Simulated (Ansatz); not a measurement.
## ZnSe: Se interstitial (started 2.48 Å from the nearest host atom), symmetric start

Consider a 16-atom supercell of ZnSe in the zinc blende structure (space group F-43m, No. 216; a = 5.733 Å) at its relaxed geometry.

Perturbation: one Se atom is added in an open site, starting 2.48 Å from the nearest host atom, atoms relaxed at fixed cell.

Calculations: Ansatz (a program for electronic structure), PBE, PAW, cutoff 420 eV, without spin-orbit coupling. Settings: 4×4×4 k-points, 0.01 eV Fermi–Dirac smearing.

The pressure goes from zero to 5.3 GPa and the largest displacement of a host atom from its site in the perfect cell amounts to 0.20 Å. The final site of the added atom is 4 Se at 2.68 Å and 6 Zn at 2.87 Å.

Final structure:

```yaml
crystal:
  lattice:
    - [0.00000, 5.73301, 5.73301]
    - [5.73301, 0.00000, 5.73301]
    - [5.73301, 5.73301, 0.00000]
  atoms:
    - { symbol: Se, position: [0.38499, 0.38499, 0.38499] }
    - { symbol: Se, position: [0.38499, 0.38499, 0.84502] }
    - { symbol: Se, position: [0.38499, 0.84502, 0.38499] }
    - { symbol: Se, position: [0.37346, 0.87551, 0.87551] }
    - { symbol: Se, position: [0.84502, 0.38499, 0.38499] }
    - { symbol: Se, position: [0.87551, 0.37346, 0.87551] }
    - { symbol: Se, position: [0.87551, 0.87551, 0.37346] }
    - { symbol: Se, position: [0.87551, 0.87551, 0.87551] }
    - { symbol: Zn, position: [0.00000, 0.00000, 0.00000] }
    - { symbol: Zn, position: [0.99955, 0.99955, 0.50045] }
    - { symbol: Zn, position: [0.99955, 0.50045, 0.99955] }
    - { symbol: Zn, position: [0.99955, 0.50045, 0.50045] }
    - { symbol: Zn, position: [0.50045, 0.99955, 0.99955] }
    - { symbol: Zn, position: [0.50045, 0.99955, 0.50045] }
    - { symbol: Zn, position: [0.50045, 0.50045, 0.99955] }
    - { symbol: Zn, position: [0.50000, 0.50000, 0.50000] }
    - { symbol: Se, position: [0.25000, 0.25000, 0.25000] }
```

The magnetic state is the one reached from the starting moments; the real material's order can differ, and small cells can't hold many antiferromagnetic ones. In so small a cell the defect repeats every few ångströms: this is an ordered compound, not a dilute defect. A case with no gap was solved on a k-mesh chosen for an insulator, which is coarse for it. The defect started on the symmetric site and kept its symmetry, so it may sit on a saddle. Seeded moments were not kept for Se interstitial (started 2.48 Å from the nearest host atom). The defect cell is spin-polarised and ends with 0.0 μB.
